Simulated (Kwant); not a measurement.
Model system: wire with an abrupt hard-wall neck in a CdTe two-dimensional gas. Effective mass 0.096 mₑ, grid spacing 10 nm, hard walls, nominal width 200 nm (19 grid rows, so walls 200 nm apart), one parabolic valley, scattering region 600 nm long along x; energies count from the band bottom; Fermi energy swept from 4.8962e-05 to 0.003094 eV. Central neck 67 nm wide and 220 nm long.

The device is made up for the run: typed textbook-type constants, with dimensions and the other settings drawn at random.

Kwant, effective-mass tight-binding model on a square grid, one spin, coherent transport at 0 K. Conductance is in e²/h.

Density of the scattering states that come in from the left lead, at energy = 0.0023438 eV, in bins, relative to the largest site value (x marks bins outside the device):

```
|===--:::..    xxxxxxxxxxxxxxxx              |
|@%%%*+===:..: xxxxxxxxxxxxxxxx              |
|+==+=----: .:.xxxxxxxxxxxxxxxx              |
|.  .. .... .: xxxxxxxxxxxxxxxx              |
|+===---:::. . xxxxxxxxxxxxxxxx              |
|@@%#+*+-:-: . xxxxxxxxxxxxxxxx              |
|+++=--=:.:. .:.......                       |
|....  .. .. .:--::::::....                  |
|++===-:::...............                    |
|@@###+==-:..                                |
|++===-:::...............                    |
|....  .. .. .:--::::::....                  |
|+++=--=:.:. .:.......                       |
|@@%#+*+-:-: . xxxxxxxxxxxxxxxx              |
|+===---:::. . xxxxxxxxxxxxxxxx              |
|.  .. .... .: xxxxxxxxxxxxxxxx              |
|+==+=----: .:.xxxxxxxxxxxxxxxx              |
|@%%%*+===:..: xxxxxxxxxxxxxxxx              |
|===--:::..    xxxxxxxxxxxxxxxx              |
```
Scale: ten equal steps from 0.000 (start of ' ') to 0.980 (end of '@'), in the order ' .:-=+*#%@'; x runs from -283 to 283, y from -85.9 (bottom) to 85.9 (top).

The conductance there is 1.06 e²/h with 5 open channel(s) in the leads.
